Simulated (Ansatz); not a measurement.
Partial pair distribution functions of a relaxed model of amorphous Si23O48AlH, broadened by 0.06 Å; density 2.21 g/cm³. Calculation: PBE, scalar-relativistic without spin-orbit coupling (plane waves to 420 eV, PAW; Ansatz, a first-principles code).

It comes from a melt-quench run on a machine-learned potential (CHGNet), relaxed afterwards by DFT. O atoms were pushed apart under 1.9 Å during the dynamics, to hinder bonds among them. The hot cell started wider than the set density and was brought back towards it in steps. It is the lowest in DFT energy of 2 quenches. It is a model cell: composition and starting density were chosen by hand, and all elements were melted together. No dispersion term was used. Its density started from a set value of 2.21 and ended at 2.21 g/cm³. Cooling (nominally 530 K/ps over its main leg) ran many orders faster than in experiment, which tends to leave more defects and strain. Values belong to this one cell and scatter from quench to quench. The volume was held where the preparation left it, at a PBE pressure of 0.7 GPa. Stress components on the final sampling reach 2.6 GPa.

```json
[
 {"r (Å)": "1.35", "g Si-O": "0.00", "g O-Al": "0.00", "g Si-Si": "0.00", "g O-O": "0.00"},
 {"r (Å)": "1.45", "g Si-O": "0.28", "g O-Al": "0.00", "g Si-Si": "0.00", "g O-O": "0.00"},
 {"r (Å)": "1.55", "g Si-O": "7.53", "g O-Al": "0.16", "g Si-Si": "0.00", "g O-O": "0.00"},
 {"r (Å)": "1.65", "g Si-O": "16.01", "g O-Al": "5.13", "g Si-Si": "0.00", "g O-O": "0.00"},
 {"r (Å)": "1.75", "g Si-O": "3.07", "g O-Al": "11.10", "g Si-Si": "0.00", "g O-O": "0.00"},
 {"r (Å)": "1.85", "g Si-O": "0.08", "g O-Al": "1.97", "g Si-Si": "0.00", "g O-O": "0.00"},
 {"r (Å)": "1.95", "g Si-O": "0.00", "g O-Al": "2.81", "g Si-Si": "0.00", "g O-O": "0.00"},
 {"r (Å)": "2.05", "g Si-O": "0.00", "g O-Al": "1.42", "g Si-Si": "0.00", "g O-O": "0.00"},
 {"r (Å)": "2.15", "g Si-O": "0.00", "g O-Al": "0.04", "g Si-Si": "0.00", "g O-O": "0.00"},
 {"r (Å)": "2.25", "g Si-O": "0.00", "g O-Al": "0.00", "g Si-Si": "0.03", "g O-O": "0.03"},
 {"r (Å)": "2.35", "g Si-O": "0.00", "g O-Al": "0.00", "g Si-Si": "0.31", "g O-O": "0.12"},
 {"r (Å)": "2.45", "g Si-O": "0.00", "g O-Al": "0.00", "g Si-Si": "0.23", "g O-O": "0.58"},
 {"r (Å)": "2.55", "g Si-O": "0.03", "g O-Al": "0.00", "g Si-Si": "0.01", "g O-O": "2.92"},
 {"r (Å)": "2.65", "g Si-O": "0.09", "g O-Al": "0.00", "g Si-Si": "0.06", "g O-O": "6.53"},
 {"r (Å)": "2.75", "g Si-O": "0.13", "g O-Al": "0.31", "g Si-Si": "0.65", "g O-O": "3.72"},
 {"r (Å)": "2.85", "g Si-O": "0.07", "g O-Al": "1.91", "g Si-Si": "2.03", "g O-O": "1.58"},
 {"r (Å)": "2.95", "g Si-O": "0.03", "g O-Al": "1.80", "g Si-Si": "3.38", "g O-O": "0.86"},
 {"r (Å)": "3.05", "g Si-O": "0.30", "g O-Al": "0.26", "g Si-Si": "3.49", "g O-O": "0.37"},
 {"r (Å)": "3.15", "g Si-O": "0.65", "g O-Al": "0.00", "g Si-Si": "3.64", "g O-O": "0.44"},
 {"r (Å)": "3.25", "g Si-O": "0.95", "g O-Al": "0.00", "g Si-Si": "1.53", "g O-O": "0.39"},
 {"r (Å)": "3.35", "g Si-O": "1.03", "g O-Al": "0.00", "g Si-Si": "0.29", "g O-O": "0.42"},
 {"r (Å)": "3.45", "g Si-O": "0.77", "g O-Al": "0.13", "g Si-Si": "0.08", "g O-O": "0.56"},
 {"r (Å)": "3.55", "g Si-O": "0.91", "g O-Al": "0.90", "g Si-Si": "0.03", "g O-O": "0.65"},
 {"r (Å)": "3.65", "g Si-O": "1.51", "g O-Al": "0.37", "g Si-Si": "0.19", "g O-O": "0.65"},
 {"r (Å)": "3.75", "g Si-O": "1.81", "g O-Al": "0.03", "g Si-Si": "0.32", "g O-O": "0.62"},
 {"r (Å)": "3.85", "g Si-O": "1.77", "g O-Al": "0.65", "g Si-Si": "0.41", "g O-O": "0.56"},
 {"r (Å)": "3.95", "g Si-O": "1.48", "g O-Al": "2.03", "g Si-Si": "0.50", "g O-O": "0.64"},
 {"r (Å)": "4.05", "g Si-O": "1.48", "g O-Al": "2.03", "g Si-Si": "0.66", "g O-O": "0.55"},
 {"r (Å)": "4.15", "g Si-O": "1.96", "g O-Al": "2.88", "g Si-Si": "0.62", "g O-O": "0.69"},
 {"r (Å)": "4.25", "g Si-O": "1.73", "g O-Al": "3.17", "g Si-Si": "0.95", "g O-O": "0.81"},
 {"r (Å)": "4.35", "g Si-O": "1.15", "g O-Al": "1.77", "g Si-Si": "1.05", "g O-O": "0.81"},
 {"r (Å)": "4.45", "g Si-O": "0.84", "g O-Al": "1.11", "g Si-Si": "0.80", "g O-O": "1.07"},
 {"r (Å)": "4.55", "g Si-O": "0.54", "g O-Al": "1.02", "g Si-Si": "1.22", "g O-O": "1.23"},
 {"r (Å)": "4.65", "g Si-O": "0.51", "g O-Al": "0.51", "g Si-Si": "1.01", "g O-O": "1.12"},
 {"r (Å)": "4.75", "g Si-O": "0.55", "g O-Al": "0.37", "g Si-Si": "1.12", "g O-O": "1.18"},
 {"r (Å)": "4.85", "g Si-O": "0.72", "g O-Al": "0.74", "g Si-Si": "0.88", "g O-O": "1.38"},
 {"r (Å)": "4.95", "g Si-O": "0.70", "g O-Al": "1.82", "g Si-Si": "0.99", "g O-O": "1.41"},
 {"r (Å)": "5.05", "g Si-O": "0.67", "g O-Al": "1.12", "g Si-Si": "1.63", "g O-O": "1.32"},
 {"r (Å)": "5.15", "g Si-O": "0.63", "g O-Al": "0.36", "g Si-Si": "1.68", "g O-O": "1.51"}
]
```

Within 1.90 Å each Si has 4.00 O neighbours on average.
